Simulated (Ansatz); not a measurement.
Start from SiSe₂ (space group Ibam, No. 72; a = 6.301 Å, b = 9.302 Å, c = 5.856 Å; made of chains). Axes: x, y, z lie along a, b, c of the conventional cell.

The values are results of PBEsol, PAW, 420 eV (Ansatz, a quantum-chemistry and plane-wave program; no spin-orbit coupling), not measurements.

Strains are applied to the cell and any free atomic positions relax; under biaxial strain the out-of-plane vector relaxes too.

One change was made to it. Results:

The gap character changes from indirect, F₀ → X to indirect, Σ₀–Γ (11 % along) → X; the band gap decreases by 0.18 eV to 1.47 eV; the energy goes up by 3.1 meV/atom.

Problem. What was done to the base?
A. strain tensor (xx, yy, zz, yz, xz, xy) = (−0.36, −0.93, +1.33, −0.38, +0.49, −0.98) %
B. uniaxial strain ε_yy = −0.96 %
C. biaxial strain −3.32 %, plane normal [001], relaxed out of plane

Solution. C, biaxial strain −3.32 %, plane normal [001], relaxed out of plane. For comparison, the band gap in the other runs: strain tensor (xx, yy, zz, yz, xz, xy) = (−0.36, −0.93, +1.33, −0.38, +0.49, −0.98) % gives 1.65 eV; uniaxial strain ε_yy = −0.96 % gives 1.63 eV.

A biaxial case was relaxed in a doubled cell and then solved in the primitive one. No phonon test of stability was made. No dispersion term is included in the PBEsol runs. Labels are those of the standard path for the cell's own space group.
